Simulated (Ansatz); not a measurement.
Consider the following.

```
AlP
1.0
    3.94737     0.00000     0.00000
   -1.97369     3.41853     0.00000
    1.97369    -1.13951     3.22302
Al P
1 1
Cartesian
  0.00000   0.00000   0.00000
  3.94737   0.00000   2.41726
```

The cell is strained (all lengths scaled by 1.02); by PBEsol it stands under a pressure of -4.7 GPa.

Transport runs along the normal of the first two printed cell vectors, the (111) plane of the conventional cell.

No gap correction and no spin-orbit coupling; mid-gap is the computed energy nearest the middle.

Task: State the band gap and the smallest decay constant κ at mid-gap according to PBEsol (Ansatz, a quantum-chemistry and plane-wave program).

Result: Gap 1.56 eV on a 10×10×10 mesh; κ = 0.135 1/Å, at the zone centre.
